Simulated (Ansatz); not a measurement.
Data:

End structure of the (0001) surface of wurtzite CdSe, Cd-terminated, F on every top atom (bottom of the slab: 2 H on 4 bottom sites):

```xyz
38
Lattice="8.7657 0.0000 0.0000 -4.3828 7.5913 0.0000 0.0000 0.0000 31.5000" Properties=species:S:1:pos:R:3 pbc="T T T"
Se     2.1650     1.2805    10.0229
Se     6.6099     1.2447     9.4548
Se     0.0356     5.0403     9.4548
Se     4.3564     5.0761    10.0229
Cd    -0.2529     2.6764    10.6088
Cd     4.6084     2.4002    10.6205
Cd    -1.9659     6.1959    10.6205
Cd     1.9386     6.4721    10.6088
Se     0.0000     2.5304    13.2969
Se     4.3828     2.5304    13.2969
Se    -2.1914     6.3261    13.2969
Se     2.1914     6.3261    13.2969
Cd     2.1914     1.2652    14.1858
Cd     6.5743     1.2652    14.1858
Cd     0.0000     5.0609    14.1858
Cd     4.3828     5.0609    14.1858
Se     2.1896     1.2662    16.8594
Se     6.5731     1.2659    16.8661
Se    -0.0011     5.0615    16.8661
Se     4.3811     5.0619    16.8594
Cd    -0.0025     2.5319    17.8053
Cd     4.3829     2.5304    17.8055
Cd    -2.1913     6.3260    17.8055
Cd     2.1889     6.3275    17.8053
Se    -0.0004     2.5307    20.4455
Se     4.3799     2.5321    20.4452
Se    -2.1943     6.3278    20.4452
Se     2.1910     6.3263    20.4455
Cd     2.1898     1.2661    21.4916
Cd     6.5726     1.2661    21.4878
Cd    -0.0016     5.0618    21.4878
Cd     4.3813     5.0618    21.4916
H      2.2398     1.2373     8.5457
H      4.4312     5.0329     8.5457
F      2.1902     1.2659    23.4881
F      6.5722     1.2664    23.4844
F     -0.0020     5.0620    23.4844
F      4.3816     5.0616    23.4881
```

Set-up: 38 atoms, 15.2 Å thick at the start with caps and adatoms; mesh 3x3x1; 0.025 eV smearing; dipole correction on; 8 atoms held, the rest relaxed; start symmetry kept, larger cells not searched; no spin (no spin-polarised run to compare, though such a face may carry moments), no spin-orbit, no U. The slab shows no gap over 0.04 eV on its mesh. It is one candidate, not shown to be the stable structure of the face.

**Question.** Estimate the work function of the top face that PBE (Ansatz, a quantum-chemistry and plane-wave program) returns for this input.

**Answer.** 10.15 eV
